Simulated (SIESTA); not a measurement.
**A self-consistent single point of Pb (Fm-3m, 1 atom in the cell) with SIESTA**

Method of the run: GGA PBE, numerical atomic orbitals TZP, PseudoDojo PBE standard norm-conserving potentials (rewritten from UPF to PSML) in SIESTA.

Input:

```
# files in the folder: Pb.psml (PseudoDojo PBE standard)
SystemName  Pb
SystemLabel pb

NumberOfAtoms                1
NumberOfSpecies              1
%block ChemicalSpeciesLabel
  1 82 Pb
%endblock ChemicalSpeciesLabel
LatticeConstant              1.0 Bohr
%block LatticeVectors
     0.000000000    4.663040942    4.663040942
     4.663040942    0.000000000    4.663040942
     4.663040942    4.663040942    0.000000000
%endblock LatticeVectors
AtomicCoordinatesFormat      Bohr
%block AtomicCoordinatesAndAtomicSpecies
     0.000000000    0.000000000    0.000000000  1
%endblock AtomicCoordinatesAndAtomicSpecies

XC.functional                GGA
XC.authors                   PBE
PAO.BasisSize                TZP
PAO.EnergyShift              0.005 Ry
MeshCutoff                   350 Ry
%block kgrid.MonkhorstPack
    8   0   0  0.0
    0   8   0  0.0
    0   0   8  0.0
%endblock kgrid.MonkhorstPack
OccupationFunction           MP
OccupationMPOrder            0
ElectronicTemperature        100.0 meV

MaxSCFIterations             150
SCF.Mixer.Method             Pulay
SCF.Mixer.Weight             0.25
SCF.Mixer.History            8
SCF.DM.Tolerance             1.0E-05
Diag.ParallelOverK           true
WriteForces                  true
```

Output, abridged:

```
reinit: Reading from file input.fdf

reinit: System Name: Pb
reinit: System Label: pb

coor:   Atomic-coordinates input format  =     Cartesian coordinates
coor:                                            (in Bohr units)

siesta: Atomic coordinates (Bohr) and species
siesta:      0.00000   0.00000   0.00000  1        1

siesta: System type = bulk

initatomlists: Number of atoms, orbitals, and projectors:      1    22    26

siesta: ******************** Simulation parameters ****************************
redata: Spin configuration                          = none
redata: Time-Reversal Symmetry                      = T
redata: Number of Atomic Species                    =        1
redata: Mesh Cutoff                                 =   350.0000 Ry
redata: Net charge of the system                    =     0.0000 |e|
redata: Min. number of SCF Iter                     =        0
redata: Max. number of SCF Iter                     =      150
redata: SCF convergence failure will abort job
redata: SCF mix quantity                            = Hamiltonian
redata: Mix DM or H after convergence               =   F
redata: Recompute H after scf cycle                 =   F
redata: Mix DM in first SCF step                    =   T
redata: No kicks to SCF
redata: DM Mixing Weight for Kicks                  =     0.5000
redata: Require Harris convergence for SCF          =   F
redata: Harris energy tolerance for SCF             =     0.000100 eV
redata: Require DM convergence for SCF              =   T
redata: DM tolerance for SCF                        =     0.000010
redata: Require EDM convergence for SCF             =   F
redata: EDM tolerance for SCF                       =     0.001000 eV
redata: Require H convergence for SCF               =   T
redata: Hamiltonian tolerance for SCF               =     0.001000 eV
redata: Require (free) Energy convergence for SCF   =   F
redata: (free) Energy tolerance for SCF             =     0.000100 eV
redata: Using DFT-D3 dispersion                     =   F
redata: Using Saved Data (generic)                  =   F
redata: Method of Calculation                       = Diagonalization
redata: Electronic Temperature                      =  1160.4518 K
redata: Number of TDED substeps                     =        3
redata: Dynamics option                             = Single-point calculation
redata: Save all siesta data in one NC              =   F
redata: ***********************************************************************

%block SCF.Mixers
  Pulay
%endblock SCF.Mixers

%block SCF.Mixer.Pulay
  # Mixing method
  method pulay
  variant stable

  # Mixing options
  weight 0.2500
  weight.linear 0.2500
  history 8
%endblock SCF.Mixer.Pulay

DM_history_depth set to one: no extrapolation allowed by default for geometry relaxation
Size of DM history Fstack: 1
Total number of electrons:    14.000000
Total ionic charge:    14.000000

* ProcessorY, Blocksize:    1  23

* Orbital distribution balance (max,min):    22    22

k-point displ. along   1 input, could be:     0.00    0.50
k-point displ. along   2 input, could be:     0.00    0.50
k-point displ. along   3 input, could be:     0.00    0.50
 Kpoints in:          320 . Kpoints trimmed:          296

siesta: k-grid: Number of k-points = 296
siesta: k-points from Monkhorst-Pack grid
siesta: k-cutoff (effective) =    13.959 Ang
siesta: k-point supercell and displacements
siesta: k-grid:     8     0     0      0.000
siesta: k-grid:     0     8     0      0.000
siesta: k-grid:     0     0     8      0.000

diag: Algorithm                                     = D&C
diag: Parallel over k                               =   F
diag: Use parallel 2D distribution                  =   F
diag: Parallel block-size                           = 23
diag: Parallel distribution                         =     1 x     1
diag: Used triangular part                          = Lower
diag: Absolute tolerance                            =  0.100E-15
diag: Orthogonalization factor                      =  0.100E-05
diag: Memory factor                                 =  1.0000

superc: Internal auxiliary supercell:     7 x     7 x     7  =     343
superc: Number of atoms, orbitals, and projectors:    343   7546   8918

                        Single-point calculation

superc: Internal auxiliary supercell:     7 x     7 x     7  =     343
superc: Number of atoms, orbitals, and projectors:    343   7546   8918

outcell: Unit cell vectors (Ang):
        0.000000    2.467575    2.467575
        2.467575    0.000000    2.467575
        2.467575    2.467575    0.000000

outcell: Cell vector modules (Ang)   :    3.489678    3.489678    3.489678
outcell: Cell angles (23,13,12) (deg):     60.0000     60.0000     60.0000
outcell: Cell volume (Ang**3)        :     30.0498
new_DM -- step:     1
Initializing Density Matrix...

Attempting to read DM from file... Failed...
DM filled with atomic data:

InitMesh: MESH = 36 x 36 x 36 = 46656
InitMesh: Mesh cutoff (required, used) =   350.000   441.192 Ry

stepf: Methfessel-Paxton step function
       Using Hermite-Gauss polynomials of order  0

        iscf     Eharris(eV)        E_KS(eV)     FreeEng(eV)     dDmax    Ef(eV) dHmax(eV)
   scf:    1    -1900.678344    -1901.167046    -1901.168407  0.941385 -3.627191  1.719233
   scf:    2    -1901.246198    -1901.208073    -1901.209205  0.047861 -3.691792  1.095235
   scf:    3    -1901.253930    -1901.235139    -1901.235987  0.070937 -3.809663  0.010272
   scf:    4    -1901.235093    -1901.235119    -1901.235963  0.001888 -3.820999  0.032637
   scf:    5    -1901.235149    -1901.235138    -1901.235989  0.002158 -3.818460  0.000641
   scf:    6    -1901.235137    -1901.235138    -1901.235989  0.000052 -3.818405  0.000015
mix: Pulay -- inversion failed, > SVD [rank/size] 3 / 5
   scf:    7    -1901.235138    -1901.235138    -1901.235989  0.000001 -3.818404  0.000002

SCF Convergence by DM+H criterion
max |DM_out - DM_in|         :     0.0000008482
max |H_out - H_in|      (eV) :     0.0000018386
SCF cycle converged after 7 iterations

Using DM_out to compute the final energy and forces

siesta: E_KS(eV) =            -1901.2351

siesta: E_KS - E_eggbox =     -1901.2351

siesta: Atomic forces (eV/Ang):
     1   -0.000000    0.000000    0.000000
   Tot   -0.000000    0.000000    0.000000
   Max    0.000000
   Res    0.000000    sqrt( Sum f_i^2 / 3N )
   Max    0.000000    constrained

Stress tensor Voigt[x,y,z,yz,xz,xy] (kbar):      -32.56      -32.56      -32.56       -0.07       -0.07       -0.07
(Free)E + p*V (eV/cell)    -1900.6252
Target enthalpy (eV/cell)    -1901.2360

siesta: Program's energy decomposition (eV):
siesta: Ebs     =      -244.169056
siesta: Eions   =      2224.343662
siesta: Ena     =       185.143593
siesta: Ekin    =       936.552138
siesta: Enl     =      -276.098386
siesta: Eso     =         0.000000
siesta: Edftu   =         0.000000
siesta: DEna    =         8.315338
siesta: DUscf   =         0.125723
siesta: DUext   =         0.000000
siesta: Ex      =      -496.570633
siesta: Ec      =       -34.359248
siesta: Exc     =      -530.929881
siesta: Eharris =     -1901.235138
siesta: Etot    =     -1901.235138
siesta: FreeEng =     -1901.235989

siesta: Stress tensor (static) (eV/Ang**3):
siesta:    -0.020325   -0.000041   -0.000041
siesta:    -0.000041   -0.020325   -0.000041
siesta:    -0.000041   -0.000041   -0.020325

siesta: Cell volume =         30.049765 Ang**3

siesta: Pressure (static):
siesta:                Solid            Molecule  Units
siesta:           0.00022136          0.00022136  Ry/Bohr**3
siesta:           0.02032477          0.02032477  eV/Ang**3
siesta:          32.56387244         32.56387244  kBar
```

The run converged in 7 iterations.

The starting cell has typed, rounded lattice constants, without a prior relaxation at this level. Its lattice was rescaled by up to half a per cent. Values carry the incompleteness of an atom-centred basis. With a pressure of about 3 GPa the cell is away from its equilibrium volume at this level.
